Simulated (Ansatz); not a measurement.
```
CELL_PARAMETERS angstrom
      0.00000     2.83313     2.83313
      2.83313     0.00000     2.83313
      2.83313     2.83313     0.00000
ATOMIC_POSITIONS crystal
  As 0.25000 0.25000 0.25000
  Ga 0.00000 0.00000 0.00000
```

**Question.** List the harmonic phonon frequencies (cm⁻¹; finite displacements on a 6×6×6 mesh, Ansatz, a first-principles code, r2SCAN functional, plane-wave PAW, k mesh 6×6×6) at q = (0.000, 0.000, 0.333), (0.167, 0.333, -0.333), (0.000, 0.167, -0.333), in fractions of this cell's reciprocal vectors. At Γ leave out the LO-TO shift.

**Answer.** 
- (0.000, 0.000, 0.333): 60, 60, 165, 258, 258, 261
- (0.167, 0.333, -0.333): 93, 113, 185, 217, 250, 264
- (0.000, 0.167, -0.333): 73, 95, 172, 236, 253, 266

The PAW data sets were generated under PBE and serve the other functionals too.
